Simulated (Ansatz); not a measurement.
The starting structures come from a database of crystals and need not be the phases stable at ambient conditions.

# Evanescent states of TeO2 (P4_32_12, 12 atoms a cell, 14.9 Å³ an atom) along the normal of (100)

Computed with r2SCAN (plane waves, PAW; Ansatz, a first-principles code).

No gap correction and no spin-orbit coupling; mid-gap is the computed energy nearest the middle.

Energies count from the valence-band top; κ is the least over a 6×4 mesh across the current.

```csv
E (eV),κ (1/Å),where
0.09,0.155,Γ
0.26,0.260,Γ
0.42,0.322,Γ
0.59,0.358,Γ
0.77,0.385,Γ
0.94,[?],Γ
1.10,[?],off Γ
1.27,[?],off Γ
1.45,[?],off Γ
1.61,[?],off Γ
1.78,[?],off Γ
1.96,[?],off Γ
2.12,[?],off Γ
2.29,[?],off Γ
2.46,[?],off Γ
2.63,0.352,off Γ
2.81,0.326,off Γ
2.98,0.293,off Γ
3.15,0.249,off Γ
3.31,0.184,off Γ
```

Task: What belongs in the gaps?

Result: 
- 0.94, κ (1/Å): 0.400
- 1.10, κ (1/Å): 0.410
- 1.27, κ (1/Å): 0.415
- 1.45, κ (1/Å): 0.418
- 1.61, κ (1/Å): 0.418
- 1.78, κ (1/Å): 0.415
- 1.96, κ (1/Å): 0.409
- 2.12, κ (1/Å): 0.400
- 2.29, κ (1/Å): 0.388
- 2.46, κ (1/Å): 0.373
